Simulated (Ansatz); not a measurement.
Consider SrTe in the rock salt structure (space group Fm-3m, No. 225; a = 6.6067 Å).

Computed with Ansatz (a first-principles code) PBEsol, no spin-orbit coupling.

Base values:

| Item | Result |
|---|---|
| Density | 4.96 g/cm³ |
| Width of the top valence band | 1.58 eV |
| Valley order | X along ⟨100⟩ 1.57 eV; Γ 2.82 eV |

Perturbation: hydrostatic tension (pressure −1 GPa).

Task: How does this affect the density?

Result: The density decreases by 0.15 g/cm³, from 4.96 g/cm³ to 4.81 g/cm³.

Task: Estimate the effect on the width of the top valence band.

Result: The width of the top valence band drops by 0.06 eV to 1.52 eV.

Task: Predict the new valley order.

Result: The valley order (the lowest conduction-band minima on the path, energy above the VBM, named in the base's zone) changes from X along ⟨100⟩ 1.57 eV; Γ 2.82 eV to X along ⟨100⟩ 1.65 eV; Γ 2.68 eV.

Spin-orbit coupling, missing from the scalar runs, can matter with Te. The levels and masses belong to the bands next to the band gap. Load acts through the strain it causes; cell and atoms are relaxed under it. Whether these cells are dynamically stable was not tested.
